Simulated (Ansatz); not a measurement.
The starting structures come from a database of crystals and need not be the phases stable at ambient conditions.

 Where the default PAW files enter, the runs use the earlier of Ansatz's two default sets.

Tunnelling through a barrier is set by its complex band structure: the current falls as exp(−2κd) with the smallest κ.

Consider the following.

```
LiH2N
1.0
    4.93582     0.00000     0.00000
    0.00000     4.93582     0.00000
    2.46791    -2.46791     5.09896
Li H N
4 8 4
Direct
  0.75000   0.75000   0.50000
  0.50663   0.99337   0.98674
  0.99337   0.50663   0.01326
  0.00000   0.00000   0.00000
  0.78944   0.45933   0.75212
  0.45933   0.45844   0.24788
  0.45844   0.29279   0.75212
  0.29279   0.78944   0.24788
  0.07953   0.57726   0.61474
  0.57726   0.30573   0.38526
  0.30573   0.03748   0.61474
  0.03748   0.07953   0.38526
  0.36134   0.11526   0.76886
  0.11526   0.86980   0.23114
  0.86980   0.65360   0.76886
  0.65360   0.36134   0.23114
```

Space group of this cell: I-4. The cell is taken as given; by PBEsol its mean pressure is 1.4 GPa.

Transport runs along the normal of the first two printed cell vectors, the (001) plane of the conventional cell.

The gap is the functional's own. No spin-orbit coupling. Mid-gap values are interpolated on the energy grid.

Problem. Estimate the band gap and the smallest decay constant κ at mid-gap that PBEsol (Ansatz, a program for electronic structure) returns for this system.

Solution. Gap 3.25 eV on a 8×8×8 mesh; κ = 0.356 1/Å, at the zone centre.
